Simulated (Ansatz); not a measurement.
HfS2 under a change: uniaxial strain ε_zz = −2.00 %

The reference is HfS2 in the CdI2 type structure (space group P-3m1, No. 164; a = 3.547 Å, c = 5.577 Å; layered, stacked along the Cartesian z axis). Axes: x lies along a and z along c of the hexagonal cell.

The change: the cell is compressed by 2.00 % along z with no lateral relaxation; the atoms relax in the strained cell.

Calculations: plane-wave PAW DFT at the PBEsol-D3(BJ) level (Ansatz, a first-principles code, 420 eV), no SOC. Settings: 11×11×6 k-points, 0.05 eV Fermi–Dirac smearing.

| quantity | base | changed | shift |
|---|---|---|---|
| space group | P-3m1 (No. 164) | P-3m1 (No. 164) | – |
| shortest interatomic distance | 251.6 pm | 251.2 pm | -0.4 pm |
| energy relative to the base (free energy F) | 0 meV/atom | +1.8 meV/atom | +1.8 meV/atom |
| pressure (mean of the normal stresses, compression positive) | 0.01 GPa | 0.71 GPa | +0.70 GPa |
| band gap | 0.45 eV | 0.32 eV | -0.13 eV |
| gap character | indirect, Γ → L | indirect, Γ → L | – |
| smallest direct gap | 1.50 eV | 1.42 eV | -0.08 eV |
| hole mass | 0.18 mₑ along c, 3.0 mₑ across (at Γ) | 0.17 mₑ along z, 1.5 mₑ across (at Γ) | – |
| valence-band top at Γ (three highest levels, from the VBM) | 0.00, -0.29, -0.29 eV | 0.00, -0.43, -0.43 eV | – |
| largest internal atomic displacement | – | 0.023 Å | – |
| stress (xx, yy, zz, yz, xz, xy; compression positive) | – | (0.29, 0.29, 1.54, 0.00, 0.00, 0.00) GPa | – |

Final structure:

```yaml
crystal:
  lattice:
    - [3.54747, 0.00000, 0.00000]
    - [-1.77373, 3.07220, 0.00000]
    - [0.00000, 0.00000, 5.46531]
  atoms:
    - { symbol: Hf, position: [0.00000, 0.00000, 0.00000] }
    - { symbol: S, position: [0.66667, 0.33333, 0.26612] }
    - { symbol: S, position: [0.33333, 0.66667, 0.73388] }
```

Spin-orbit coupling, missing from the scalar runs, can matter with Hf. Effective masses come from finite differences of ±0.01 Å⁻¹. No phonon test of stability was made.
